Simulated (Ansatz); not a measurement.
# How far to go with the plane-wave cutoff: FeAuO2 (R3m, 4 atoms in the cell)

```
FeAuO2
1.0
    1.51854     0.87673     6.14904
   -1.51854     0.87673     6.14904
    0.00000    -1.75346     6.14904
Fe Au O
1 1 2
Direct
  0.00271   0.00271   0.00271
  0.50000   0.50000   0.50000
  0.38897   0.38897   0.38897
  0.61103   0.61103   0.61103
```
Moments meant for the start (each program seeds them in its own way; μB, in the order of the atoms Fe Au O O): 4.0 0.0 0.0 0.0.

Level of theory: PBEsol+U, default PAW files made with PBE (plane waves; Ansatz, a first-principles code).

Base settings: basis.ecutwfc = 420 eV; kpoints.mp_grid.grid = 6 6 6; hamiltonian.xc = pbesol; hamiltonian.pseudopotentials = {kind: paw} (the program's default PAW files); hamiltonian.hubbard.sites = [{species: Fe, l: d, u_eff: 5.3}] eV; magnetization.spin_polarized = true; scf.occupations.method = fermi_dirac; scf.occupations.width = 0.05 eV.

The second cell is the first with its lattice scaled by 0.98.

The mesh stays at the base's, so the ladder's end is converged at best in this setting alone.

The first pressure column holds Ansatz's estimate of the finite-basis (Pulay) stress, which hides part of the cutoff error; the other is without it.

Only quantities that move along the ladder and can be compared are tabulated.

The magnetic state is not the same in all runs (site moments differ, or a search went on to a lower state), so steps between rows are not convergence errors alone.

These are the values that this program gave, and no reference: magnets with a U can end in a higher state.

The count of work is k-points × plane waves × bands × iterations; it is no time. Core times come from one kind of shared machine, to one figure; runs under 30 s give none.

The starting cell comes from a database of computed structures (which also holds hypothetical and non-ambient phases and stackings), without a prior relaxation at this level. Its lattice was rescaled by up to half a per cent. One atom was moved a little off its site on purpose. With one magnetic atom in the cell only a parallel order is possible. With U or open f shells several self-consistent states can exist.

Steps (basis.ecutwfc): 145 eV; 190 eV; 210 eV; 230 eV; 250 eV; 295 eV; 335 eV; 380 eV; 420 eV; 460 eV; 505 eV; 565 eV; 630 eV; 735 eV; 840 eV; 1010 eV.

Question: What is the coarsest basis.ecutwfc that holds the energy of the compressed cell less the first within 0.2 meV/atom of the last step, with all finer ones?

Answer: 420 eV, at 0.28 of the last step's count of work; the step before is off by 0.46 meV/atom.

Question: What is the coarsest basis.ecutwfc that holds the pressure within 0.1 GPa of the last step, with all finer ones?

Answer: 380 eV, at 0.24 of the last step's count of work; the step before is off by 0.40 GPa.

Question: What is the coarsest basis.ecutwfc that holds the pressure without the Pulay estimate within 0.1 GPa of the last step, with all finer ones?

Answer: 505 eV, at 0.36 of the last step's count of work; the step before is off by 0.12 GPa.

| basis.ecutwfc | free energy less the last step's (meV/atom) | energy of the compressed cell less the first (meV/atom) | pressure (GPa) | pressure without the Pulay estimate (GPa) | largest difference of a force vector from the last step's (eV/Å) | count of work / last | core time / last (rough) |
|---|---|---|---|---|---|---|---|
| 145 eV | 51211.39 | -82.91 | 63.29 | -1905.39 | 1.549 | 0.11 | 0.6 |
| 190 eV | 12497.72 | 186.85 | 19.16 | -636.75 | 1.276 | 0.086 | – |
| 210 eV | 6594.90 | 104.65 | 4.51 | -378.54 | 0.598 | 0.12 | – |
| 230 eV | 3507.65 | 54.18 | -5.65 | -224.23 | 0.431 | 0.11 | – |
| 250 eV | 1878.86 | 36.30 | -4.10 | -131.55 | 0.219 | 0.12 | – |
| 295 eV | 439.14 | 40.53 | 1.71 | -36.49 | 0.090 | 0.19 | – |
| 335 eV | 106.23 | 36.01 | 2.29 | -9.18 | 0.042 | 0.20 | – |
| 380 eV | 19.72 | 35.96 | 1.96 | -0.40 | 0.010 | 0.24 | – |
| 420 eV | 5.19 | 35.62 | 1.90 | 1.35 | 0.001 | 0.28 | – |
| 460 eV | 2.17 | 35.55 | 1.90 | 1.76 | 0.001 | 0.33 | – |
| 505 eV | 1.39 | 35.56 | 1.90 | 1.86 | 0.001 | 0.36 | – |
| 565 eV | 0.98 | 35.55 | 1.89 | 1.86 | 0.000 | 0.42 | 0.5 |
| 630 eV | 0.65 | 35.53 | 1.89 | 1.87 | 0.000 | 0.50 | 0.6 |
| 735 eV | 0.44 | 35.51 | 1.89 | 1.88 | 0.000 | 0.63 | 0.6 |
| 840 eV | 0.25 | 35.51 | 1.89 | 1.87 | 0.000 | 0.75 | 0.8 |
| 1010 eV | 0.00 | 35.51 | 1.89 | 1.88 | 0.000 | 1.0 | 1 |

The energy difference between the two cells stays within 1 meV/atom of the last step's from 335 eV on, the total only from 565 eV on: much of the error is common to both cells and cancels.

At the lowest cutoff the pressure without the Pulay estimate lies 1910 GPa under the last step's, the usual sign of Pulay stress in an incomplete plane-wave basis.

Left out of this page: 1 run of the series stopped by limits of time or memory.

Keys are those of Ansatz 0.2.
